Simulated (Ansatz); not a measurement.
## Ga on the Al site (Ga_Al) (wurtzite AlN host)

All values below come from PBE, PAW (plane waves to 420 eV; Ansatz, a program for electronic structure). A 3×2×2 supercell of 96 sites was used; the energies come from a 2×2×2 shifted sampling of its zone. Site at the start: the Al site. Charged cells carry a point-charge image correction with potential alignment at far atoms. Dielectric constants: PBE linear response of the host. Host gap at this level: 4.03 eV. These values are not converged in cell size to better than tenths of an eV. The semilocal functional narrows the gap, so deep levels can fall outside it. Spin–orbit coupling is left out. Each state is the lowest found from its start.

Formation energies E_f are given with the Fermi level at the valence-band maximum. Chemical conditions: N-rich (Δμ(Al) = -2.74 eV, Δμ(Ga) = -0.88 eV, bounded by wurtzite GaN; only phases computed here count, gases as isolated molecules at 0 K). Reference phases: Al: fcc Al, Ga: alpha gallium.

```
charge         moment (μB)  largest move off a lattice site (Å)  image correction with alignment (eV)  E_f, N-rich (eV)
------  ------------------  -----------------------------------  ------------------------------------  ----------------
+1*             fractional                                 0.07                                     –                 –
0       not spin-polarised                                 0.06                                  0.00              0.05
−1*             fractional                                 0.07                                     –                 –
```

* At this level the carrier isn't localised at the defect: at charge +1 holes occupy the valence band; at charge −1 electrons occupy the conduction band. Such a state is shallow or no state of the defect, and this cell gives it no level.

Starting moments that weren't kept: charge +1 began with 1 μB and ended with 0.3.

Flagged in the runs: a host whose relaxation on this sampling wasn't shown to rest.
